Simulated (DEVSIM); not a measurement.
Structure: TaN/AlN/SiO2/p-Si capacitor, at 300 K.

Layer 1 from the left is AlN, thickness (nm) 25.0. Layer 2 from the left is SiO2, thickness (nm) 0.680. Layer 3 from the left is Si, thickness (nm) 520, Na (cm⁻³) 1.2e18.

Metal gate on the left, work function 4.4 eV. Fixed charge at the semiconductor interface 4.7e10 cm⁻² (in units of +e); interface traps 2e12 cm⁻² eV⁻¹, uniform in energy, neutral level at 0.5 of the gap above the valence band.

Constants are typed, rounded textbook-type inputs, not results; the design itself was drawn at random and stands for no fabricated device. Values at 300 K.

AlN: gap (eV) 6.1, affinity (eV) 1.9, permittivity 8.5. SiO2: gap (eV) 9, affinity (eV) 0.9, permittivity 3.9. Si: gap (eV) 1.124, affinity (eV) 4.05, permittivity 11.7, Nc (cm⁻³) 2.86e19, Nv (cm⁻³) 3.1e19.

Simulated with DEVSIM: 1D Poisson equation in equilibrium, Boltzmann statistics, complete ionisation; no quantum confinement or tunnelling. Metal contacts follow the ideal Schottky-Mott rule: no Fermi-level pinning, no interface dipoles.

Question: What does the simulation give for the minimum of the low-frequency capacitance, the flat-band voltage?

Answer: minimum of the low-frequency capacitance 0.200 μF/cm²; flat-band voltage -1.25 V.
